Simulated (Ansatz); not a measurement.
C: carrier doping

Take C in the diamond structure (space group Fd-3m, No. 227; a = 3.560 Å) as the base.

Carriers are added at fixed cell with a uniform background; the Fermi–Dirac width is that of 300 K.

Computed with DFT with r2SCAN, PAW potentials and a 500 eV plane-wave cutoff in Ansatz (a first-principles code), without spin-orbit coupling, earlier PAW set.

Notes on the quantities. Fermi level from band edge: Fermi level relative to the doped band's edge (positive inside the band; to 0.05 eV).

```tsv
electron density (10^21 cm⁻³)	Fermi level from band edge (eV)
0.7	0.15
1.5	0.30
7	?
20	1.30
```

Problem. Fit E_F = C n^s, fitted as a line in log–log form (a parabolic band gives s = 2/3) to the rows shown and predict the withheld row.

Solution. Least squares on the printed values gives C = 0.21 eV, s = 0.62 (largest residual 0.04 eV); this predicts 0.69 eV, and the run gives 0.75 eV, in agreement.

Carriers are added with a uniform compensating background; total energy and stress of such cells depend on the potential's zero and are not compared; many-body gap narrowing is missing at this level. No phonon test of stability was made.
